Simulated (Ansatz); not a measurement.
**BeS (model structure, started from the BN type, Pm-3n, No. 223, 12 atoms in the cell)**

Calculation: r²SCAN in Ansatz (plane waves, PAW).

Numerical settings: plane-wave cutoff 560 eV, 6×6×6 k mesh, Fermi–Dirac smearing 0.01 eV, scalar-relativistic PAW data made under PBE.

Cell (relaxed at this level):

```xyz
12
Lattice="5.9959 0.0000 0.0000 0.0000 5.9959 0.0000 0.0000 0.0000 5.9959" Properties=species:S:1:pos:R:3 pbc="T T T"
Be     1.4990     0.0000     2.9979
Be     2.9979     1.4990     0.0000
Be     2.9979     4.4969     0.0000
Be     4.4969     0.0000     2.9979
Be     0.0000     2.9979     4.4969
Be     0.0000     2.9979     1.4990
S      1.4990     2.9979     0.0000
S      0.0000     1.4990     2.9979
S      0.0000     4.4969     2.9979
S      4.4969     2.9979     0.0000
S      2.9979     0.0000     4.4969
S      2.9979     0.0000     1.4990
```

* **band gap**: 3.61 eV (on the SCF k mesh)
* **Γ–Γ gap**: 4.25 eV

Note: the relaxation could raise the start's symmetry but not lower it, so the cell can be a saddle point.

The computed numbers hold no vibrational or temperature effects.

A model structure was made by putting elements into a prototype or built by hand; it is no filed structure, need not be a known phase, and can be a saddle point held by its symmetry.

Ansatz is a quantum-chemistry and plane-wave program.
